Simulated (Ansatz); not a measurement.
Consider BeTe in the zinc blende structure (space group F-43m, No. 216; a = 5.5542 Å). Axes: x, y, z lie along the cube axes.

Computed with LDA/PAW in Ansatz (an electronic-structure program), scalar-relativistic without spin-orbit coupling.

Base values:

* **Valence-band top at Γ**: 0.00, 0.00, 0.00 eV
* **Valley order**: X along ⟨100⟩ 1.79 eV; L along ⟨111⟩ 3.18 eV

One thing is altered: the cell is stretched by 2.50 % along z with no lateral relaxation, atoms relaxed at fixed cell.

Task: What happens to the valence-band top at Γ?

Result: The valence-band top at Γ (three highest levels, from the VBM) becomes 0.00, 0.00, -0.14 eV (base: 0.00, 0.00, 0.00 eV).

Task: What happens to the stress?

Result: The stress (xx, yy, zz, yz, xz, xy; compression positive) comes out as (-0.96, -0.96, -2.56, 0.00, 0.00, 0.00) GPa.

Task: What happens to the valley order?

Result: The valley order (the lowest conduction-band minima on the path, energy above the VBM, named in the base's zone) goes from X along ⟨100⟩ 1.79 eV; L along ⟨111⟩ 3.18 eV to X along [010] 1.75 eV; X along [001] 1.92 eV; L along [111] 3.03 eV.

With Te present, leaving out spin-orbit coupling can change the band edges. The levels and masses belong to the bands next to the band gap. The cells carry an imposed strain or load. Stability against distortions was not tested.
